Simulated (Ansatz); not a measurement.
We consider ZnSnO₃ (R-3, No. 148, 10 atoms in the cell; start mp-14628), described by PBE0 (Ansatz, a quantum-chemistry and plane-wave program, plane waves, PAW).

Run with plane-wave cutoff 500 eV, 6×6×6 k mesh, gaussian smearing 0.02 eV, scalar-relativistic PAW data made under PBE.

Cell (relaxed with PBEsol):

```cif
data_O6Sn2Zn2
_chemical_formula_sum 'Zn2 Sn2 O6'
_space_group_name_H-M_alt 'P 1'
_space_group_IT_number 1
_cell_length_a 5.59032
_cell_length_b 5.59032
_cell_length_c 5.59032
_cell_angle_alpha 56.675
_cell_angle_beta 56.675
_cell_angle_gamma 56.675
loop_
_space_group_symop_operation_xyz
  'x, y, z'
loop_
_atom_site_label
_atom_site_type_symbol
_atom_site_fract_x
_atom_site_fract_y
_atom_site_fract_z
_atom_site_occupancy
Zn1 Zn 0.36502 0.36502 0.36502 1
Zn2 Zn 0.63498 0.63498 0.63498 1
Sn1 Sn 0.14918 0.14918 0.14918 1
Sn2 Sn 0.85082 0.85082 0.85082 1
O1 O 0.04963 0.44632 0.75763 1
O2 O 0.95037 0.55368 0.24237 1
O3 O 0.75763 0.04963 0.44632 1
O4 O 0.24237 0.95037 0.55368 1
O5 O 0.44632 0.75763 0.04963 1
O6 O 0.55368 0.24237 0.95037 1
```

Question: What does this level give for the band gap?

Answer: 
- band gap: 4.01 eV (on the SCF k mesh)

Note: cell and atoms aren't relaxed at this level (pressure -1.6 GPa).

Spin–orbit coupling is not included.

A start named mp-… is a Materials Project structure, which need not be a measured phase.
